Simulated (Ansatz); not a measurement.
Results of r²SCAN+SOC (Ansatz, an electronic-structure program, PAW) for cubic perovskite BaHfO₃.

Input:

Ansatz 0.2 input:
```yaml
crystal:
  lattice:
    - [4.0905058865, 0.0, 0.0]
    - [0.0, 4.0905058865, 0.0]
    - [0.0, 0.0, 4.0905058865]
  atoms:
    - { symbol: Ba, position: [0.0, 0.0, 0.0] }
    - { symbol: Hf, position: [0.5, 0.5, 0.5] }
    - { symbol: O, position: [0.5, 0.0, 0.5] }
    - { symbol: O, position: [0.0, 0.5, 0.5] }
    - { symbol: O, position: [0.5, 0.5, 0.0] }
basis:
  ecutwfc: 560
  ecutrho_ratio: 4
  xc_grid: 3
kpoints:
  mp_grid: { grid: [8, 8, 8] }
hamiltonian:
  xc: r2scan
  dispersion: none
  pseudopotentials: { kind: paw }
scf:
  occupations: { method: fermi_dirac, width: 0.01 }
  convergence: { dr2_threshold: 0.0000000005 }
output:
  forces: true
  stress: true
  eigenvalues: true
magnetization:
  noncollinear: true
  spin_orbit: true
```

Output (set-up and result lines):

```
Crystal: 5 atoms, lattice volume = 68.443 Å³
Basis set: ecut = 560 eV, 2103 PW (Γ), exchange–correlation on 96×96×96 points (27 copies of the dense FFT grid, shifted against one another)
Bands: 66, of which v1, the nominal top of the filled ones, is band 54 counted from 1 (53 counted from 0)
Symmetry: 48 space group operations + 48 with time reversal
k-points: 35 of 512
Initial density: superposition of atomic densities (chi_scale 0.1, normalization cell, long waves kept (reshape's long-wave potential 0.00 eV rms))
Functional: x = r2scan, c = r2scan; τ floored in thin density (d = 2e-4 eV/Å³)
spin=Noncollinear: Resta preconditioning applied to the charge; magnetization (m_x, m_y, m_z) channels mix plain (no charge-response kernel on spin).
SCF 1 converged in 10 iterations: F = -23374.539349 eV  dr2 = 1.44e-10
SCF converged after 10 iterations
Free energy (F): -23374.539349 eV
Internal energy: -23374.539349 eV  (E = F + TS)
E sigma→0 (E₀):  -23374.539349 eV
Fermi energy:    14.316462 eV
--- Forces (eV/Å), atoms counted from 1 ---
  atom   1  Ba    -0.00000000    -0.00000000    -0.00000000
  atom   2  Hf     0.00000000    -0.00000000    -0.00000000
  atom   3  O      0.00000000    -0.00000000     0.00000000
  atom   4  O      0.00000000     0.00000000     0.00000000
  atom   5  O      0.00000000     0.00000000     0.00000000
--- Stress (GPa, compression-positive) ---
       12.116129       0.000000       0.000000
        0.000000      12.116129       0.000000
        0.000000       0.000000      12.116129
  P = ⅓ Tr σ = 12.1161 GPa (121.161 kbar)
```

The cell is one volume of an energy–volume scan, off the minimum.

The PAW data were made under PBE.

Cost on a shared machine: very roughly 110 core-seconds.
